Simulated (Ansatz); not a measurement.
Zr on a cation site across 3 hosts. Level of theory: PBE, PAW (plane waves to 420 eV; Ansatz, a first-principles code). Charged cells are image-corrected; levels hold to tenths of an eV, spin–orbit coupling is left out, only levels at least 0.1 eV inside the gap count (those within 0.2 eV of an edge may still be shallow), and each defect is the lowest state found from one start.

```
host                        site at the start      sites, k-points  gap (eV)  localised charge states  levels above the VBM (eV)
--------------------------  -----------------  -------------------  --------  -----------------------  -------------------------
alpha quartz                      the Si site  72, 2×2×2 Γ-centred      5.68                        0         none; 0 throughout
metastable zinc-blende AlN        the Al site    64, 2×2×2 shifted      3.31                       +1        none; +1 throughout
wurtzite AlN                      the Al site    96, 2×2×2 shifted      4.03                    +1, 0                (+1/0) 3.72
```

The lowest level as a share of the gap: wurtzite AlN: 3.72 / 4.03 = 0.92. No level in alpha quartz, metastable zinc-blende AlN.
